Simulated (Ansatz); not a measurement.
**Worked example: self-consistent single point of VCu₃Se₄ (R3m, 8 atoms in the cell) in Ansatz (a first-principles code)**

Level of theory: LDA (PW92), default PAW files made with PBE (plane waves; Ansatz).

Input as run:

Ansatz 0.2 input:
```yaml
crystal:
  lattice:
    - [5.60304600, 0.00000000, 0.00000000]
    - [0.00000000, 5.60304600, 0.00000000]
    - [0.00000000, 0.00000000, 5.60304600]
  atoms:
    - { symbol: V, position: [0.00515200, 0.00515200, 0.00515200] }
    - { symbol: Cu, position: [0.00000000, 0.50000000, 0.00000000] }
    - { symbol: Cu, position: [0.50000000, 0.00000000, 0.00000000] }
    - { symbol: Cu, position: [0.00000000, 0.00000000, 0.50000000] }
    - { symbol: Se, position: [0.24334000, 0.24334000, 0.24334000] }
    - { symbol: Se, position: [0.24334000, 0.75666000, 0.75666000] }
    - { symbol: Se, position: [0.75666000, 0.75666000, 0.24334000] }
    - { symbol: Se, position: [0.75666000, 0.24334000, 0.75666000] }
basis:
  ecutwfc: 420.0 eV
kpoints:
  mp_grid: { grid: [3, 3, 3] }
hamiltonian:
  xc: lda
  pseudopotentials: { kind: paw }
scf:
  occupations: { method: fixed }
output:
  forces: true
  eigenvalues: true
  stress: true
```

The program printed (abridged):

```
WARN ansatz: RAYON_NUM_THREADS=1 ignored (pool sized by the plan → 1); use --threads N
Pseudopotentials: kind: paw
Pseudopotential: V, paw, valence charge 13
Pseudopotential: Cu, paw, valence charge 19
Pseudopotential: Se, paw, valence charge 16
Crystal: 8 atoms, lattice volume = 175.903 Å³
Basis set: ecut = 420 eV, 3407 PW (Γ)
Bands: 81, of which v1, the nominal top of the filled ones, is band 67 counted from 1 (66 counted from 0)
Symmetry: 6 space group operations
Space group: R3m (ITA 160), of the structure as read, at distance tolerance 5.6e-5 Å
k-points: 6 of 27 (time reversal used)
PAW frozen core: V, regenerated for the run's functional, and the local potential with it
PAW frozen core: Cu, regenerated for the run's functional, and the local potential with it
PAW frozen core: Se, regenerated for the run's functional, and the local potential with it
Initial density: superposition of atomic densities (neutral atoms: chi_scale 0, normalization atom), corrected by the library's trained network
Initial wavefunctions: pseudopotential atomic-orbital guess
Eigensolver: davidson
Functional: x = slater, c = lda
SCF iter   1: F=—  HF=-44064.038874 eV  |F-HF|=—  |Δ(HF+E_count)|=         —  Δρ=1.08e-2  dr2=9.12e-2  ethr=1.77e-3  ⟨swp⟩=4.0  Hψ=1489  notcnv=0  defer=58
all-band conjugate gradients solve this SCF's bands
preconditioner: auto → Resta (q_TF=auto, 2.607 Å⁻¹)
SCF iter   2: F=—  HF=-44064.047191 eV  |F-HF|=—  |Δ(HF+E_count)|=   8.32e-3  Δρ=1.14e-2  dr2=1.98e-1  ethr=6.81e-5  ⟨swp⟩=2.7  Hψ=986  notcnv=0  defer=71
SCF iter   3: F=—  HF=-44064.022231 eV  |F-HF|=—  |Δ(HF+E_count)|=   2.50e-2  Δρ=5.65e-3  dr2=7.26e-2  ethr=6.81e-5  ⟨swp⟩=2.0  Hψ=609  notcnv=0  defer=70
SCF iter   4: F=—  HF=-44064.017796 eV  |F-HF|=—  |Δ(HF+E_count)|=   4.44e-3  Δρ=2.13e-3  dr2=3.58e-3  ethr=5.42e-5  ⟨swp⟩=2.0  Hψ=451  notcnv=0  defer=71
SCF iter   5: F=—  HF=-44064.017303 eV  |F-HF|=—  |Δ(HF+E_count)|=   4.93e-4  Δρ=6.17e-4  dr2=3.68e-4  ethr=2.67e-6  ⟨swp⟩=2.3  Hψ=648  notcnv=0  defer=71
SCF iter   6: F=—  HF=-44064.017302 eV  |F-HF|=—  |Δ(HF+E_count)|=   8.16e-7  Δρ=1.30e-4  dr2=3.46e-5  ethr=2.74e-7  ⟨swp⟩=2.0  Hψ=589  notcnv=0  defer=53
SCF iter   7: F=—  HF=-44064.017287 eV  |F-HF|=—  |Δ(HF+E_count)|=   1.51e-5  Δρ=7.29e-5  dr2=1.40e-5  ethr=2.58e-8  ⟨swp⟩=2.0  Hψ=651  notcnv=0  defer=53
SCF iter   8: F=—  HF=-44064.017286 eV  |F-HF|=—  |Δ(HF+E_count)|=   4.11e-7  Δρ=1.28e-5  dr2=2.44e-7  ethr=1.05e-8  ⟨swp⟩=2.0  Hψ=466  notcnv=0  defer=53
SCF iter   9: F=-44064.017286 eV  HF=-44064.017286 eV  |F-HF|=1.85e-8  |Δ(HF+E_count)|=   2.09e-8  Δρ=3.99e-6  dr2=3.72e-8  ethr=7.46e-11  ⟨swp⟩=10.5  Hψ=2294  notcnv=0
SCF 1 converged in 9 iterations: F = -44064.017286 eV  dr2 = 3.72e-8
SCF converged after 9 iterations
Free energy (F): -44064.017286 eV
Harris-Foulkes:  -44064.017286 eV  (|F-HF|=1.85e-8)
Internal energy: -44064.017286 eV  (E = F + TS)
E sigma→0 (E₀):  -44064.017286 eV
Fermi energy:    7.581238 eV
--- Per-component energies (eV) ---
  E_band       = -3367.252152
  E_kinetic    = 1711.025191
  E_local      = -30070.949907  (includes V_loc(G=0)·N_el)
  E_nonlocal   = -1201.622983
  E_hartree    = 13907.603217
  E_xc         = -807.795045
  E_vxc        = -901.408933  (∫ρ·V_xc dr)
  E_paw        = -13159.548994  (= ΣΔE_a)
  E_vpaw       = -719.516805  (= ΣTr[D̂ρ^β])
  E_aug_tail   = -0.001577  (compensation charges beyond the density's cutoff)
  E_ewald      = -14453.291768
  E_core_change = 10.564579  (= ΣΔE_core)
  E_smearing   = -0.000000  (= −TS)
  E_closure    = -0.000000  (closes the sum)
  Σ components = -44064.017286   (vs F -44064.017286, Δ=0.00e0)
--- Forces (eV/Å), atoms counted from 1 ---
  atom   1  V     -0.47603108    -0.47603108    -0.47603108
  atom   2  Cu    -0.02578800     0.07280773    -0.02578800
  atom   3  Cu     0.07280773    -0.02578800    -0.02578800
  atom   4  Cu    -0.02578800    -0.02578800     0.07280773
  atom   5  Se    -0.06141517    -0.06141517    -0.06141517
  atom   6  Se    -0.30416127     0.41018264     0.41018264
  atom   7  Se     0.41018264     0.41018264    -0.30416127
  atom   8  Se     0.41018264    -0.30416127     0.41018264
  max |Σ_I F_I| component: 1.05e-5 eV/Å
--- Stress (GPa, compression-positive) ---
       -5.205436       0.244029       0.244029
        0.244029      -5.205436       0.244029
        0.244029       0.244029      -5.205436
  P = ⅓ Tr σ = -5.2054 GPa (-52.054 kbar)
  The stress holds the Pulay correction. Without it, at fixed plane waves, as pw.x and ABINIT print it: P = -5.2535 GPa
--- Band table (eV; the first three rows and the last of 6) ---
  k-point 0: bands = ["-103.4727", "-103.4726", "-103.4726", "-61.3411", "-61.3411", "-61.3411", "-61.2808", "-61.2808", "-61.2808", "-61.2764", "-61.2764", "-61.2764", "-55.9868", "-39.7945", "-39.7945", "-39.7755", "-39.7715", "-39.7715", [...]
  k-point 1: bands = ["-103.4727", "-103.4726", "-103.4726", "-61.3411", "-61.3411", "-61.3411", "-61.2808", "-61.2808", "-61.2808", "-61.2764", "-61.2764", "-61.2764", "-55.9868", "-39.7945", "-39.7945", "-39.7755", "-39.7715", "-39.7715", [...]
  k-point 2: bands = ["-103.4726", "-103.4726", "-103.4726", "-61.3412", "-61.3411", "-61.3411", "-61.2808", "-61.2808", "-61.2808", "-61.2764", "-61.2764", "-61.2763", "-55.9867", "-39.7945", "-39.7945", "-39.7755", "-39.7715", "-39.7715", [...]
  k-point 5: bands = ["-103.4726", "-103.4726", "-103.4726", "-61.3413", "-61.3411", "-61.3411", "-61.2808", "-61.2808", "-61.2808", "-61.2764", "-61.2764", "-61.2763", "-55.9867", "-39.7945", "-39.7945", "-39.7755", "-39.7715", "-39.7715", [...]
```

The run converged in 9 iterations.

The starting cell comes from a database of computed structures (which also holds hypothetical and non-ambient phases and stackings), without a prior relaxation at this level. Its lattice was rescaled by up to half a per cent. One atom was moved a little off its site on purpose. With a pressure of about -5 GPa the cell is away from its equilibrium volume at this level. Ansatz's pressure includes its estimate of the finite-basis (Pulay) stress.
